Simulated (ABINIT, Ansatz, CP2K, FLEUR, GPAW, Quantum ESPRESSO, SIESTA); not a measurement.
# One structure in several programs: HfTeS (P3m1, 3 atoms in the cell)

Self-consistent single point.

```xyz
3
Lattice="3.8154 0.0000 0.0000 -1.9077 3.3042 0.0000 0.0000 0.0000 6.6061" Properties=species:S:1:pos:R:3 pbc="T T T"
Hf     0.0000     2.2028     0.1973
Te     0.0000     0.0000     4.9376
S      1.9077     1.1014     1.4712
```

Shared settings, as Ansatz (an electronic-structure program) writes them: kpoints.mp_grid.grid = 8 8 4; scf.occupations.method = gaussian; scf.occupations.width = 0.136 eV. Potentials and cutoffs stand in the table.

```tsv
code	model	pressure (GPa)	largest force (eV/Å)	cutoff
ABINIT	LDA (PW92), norm-conserving pseudopotentials (PseudoDojo nc-sr-04 LDA standard)	-4.44	0.357	1116 eV
FLEUR	LDA (Perdew-Zunger), all-electron FLAPW (FLEUR), scalar-relativistic valence	–	0.260	Kmax 4.5 1/bohr
Quantum ESPRESSO	LDA (PZ), GBRV 1.5 ultrasoft (LDA) pseudopotentials	-4.10	0.269	40 Ry
GPAW	LDA (Perdew-Wang 92), GPAW PAW datasets LDA (gpaw-data 1.0.1)	-4.06	0.277	600 eV
Ansatz	LDA (PW92), PAW files made with PBE	-3.97	0.283	420 eV
CP2K	LDA (Pade form), GPW, DZVP-MOLOPT-SR-GTH basis, GTH-PADE potentials (GTH_POTENTIALS)	-6.71	0.444	grid 500 Ry
SIESTA	LDA PW92, numerical atomic orbitals DZP, PseudoDojo LDA standard norm-conserving potentials (rewritten from UPF to PSML)	-4.43	0.233	grid 300 Ry
```

Size of the force on each atom (eV/Å): Sizes of forces hide their directions.

| code | Hf1 | Te2 | S3 |
|---|---|---|---|
| ABINIT | 0.139 | 0.218 | 0.357 |
| FLEUR | 0.171 | 0.091 | 0.260 |
| Quantum ESPRESSO | 0.143 | 0.125 | 0.269 |
| GPAW | 0.123 | 0.155 | 0.277 |
| Ansatz | 0.161 | 0.122 | 0.283 |
| CP2K | 0.012 | 0.444 | 0.432 |
| SIESTA | 0.218 | 0.015 | 0.233 |

A dash marks a value that a program does not give, or that is left out as unsure.

On Ansatz's run: spin-orbit coupling is off.

The spread over the programs that give each value: pressure within 2.74 GPa; largest force within 0.211 eV/Å.

CP2K and SIESTA use small atom-centred bases, whose incompleteness enters pressures, forces and empty levels differently from a plane-wave cutoff. FLEUR treats all electrons, but the usual bases taken here (sphere radii, linearisation, local orbitals, empty states) were not tested for convergence, so the values are no reference for the others. Ansatz's pressure is given at a fixed set of plane waves, as the other plane-wave codes print theirs; with its correction for the finite basis it is -3.93 GPa. The same LDA comes in different parametrisations, which differ slightly. In the pressure, CP2K (by 2.63) lies more than 1 GPa from the median of the plane-wave programs. In the force vectors, CP2K (by 0.304) and SIESTA (by 0.125) lie more than 0.08 eV/Å from the median of the plane-wave programs.

The starting cell comes from a database of computed structures (which also holds hypothetical and non-ambient phases and stackings), without a prior relaxation at this level.

Left out of this page: Elk (not drawn, or without a comparable value).

Keys are those of Ansatz 0.2.
